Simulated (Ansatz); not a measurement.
For B20 (FeSi-type) CoSi, LDA in Ansatz (PAW) gives:

```
Item                         Value
------------------  --------------
lattice constant a         4.350 Å
bulk modulus B0            254 GPa
cohesive energy       6.75 eV/atom
formation enthalpy  -0.769 eV/atom
```

**Question.** What does r²SCAN+rVV10 (PAW; Ansatz, a first-principles code) give for the same quantities?

**Answer.** 
- lattice constant a: 4.375 Å (rises by 0.6 %)
- bulk modulus: 250 GPa (drops by 1.6 %)
- cohesive energy: 5.41 eV/atom (shrinks by 1.34 eV/atom)
- formation enthalpy: -0.517 eV/atom (moves by +0.252 eV/atom)

For comparison: lattice constant a 4.444 Å (measured, temperature not stated, not corrected to a static lattice; as tabulated in Wikipedia's data pages); bulk modulus 207 GPa (measured, temperature not stated, no zero-point or thermal correction; as tabulated in Electronic Structure of B20 (FeSi-Type) Transition-Metal Monosilicides …); formation enthalpy -0.511 ± 0.01 eV/atom (measured, 298 K, copied from a table, unchecked, no zero-point or thermal correction; as tabulated in Wang et al. (2021), doi:10.1038/s41598-021-94550-5).

Changes are worked out from the printed values.

Unless a cell is named, each level is at its own relaxed cell (LDA 10.29, r²SCAN+rVV10 10.47 Å³/atom).

The crystal itself was run without spin with LDA, r²SCAN+rVV10; a magnetic state was not tried in these runs.

Ansatz's density-functional and Hartree–Fock values are scalar-relativistic unless marked +SOC, with PAW data made under PBE.
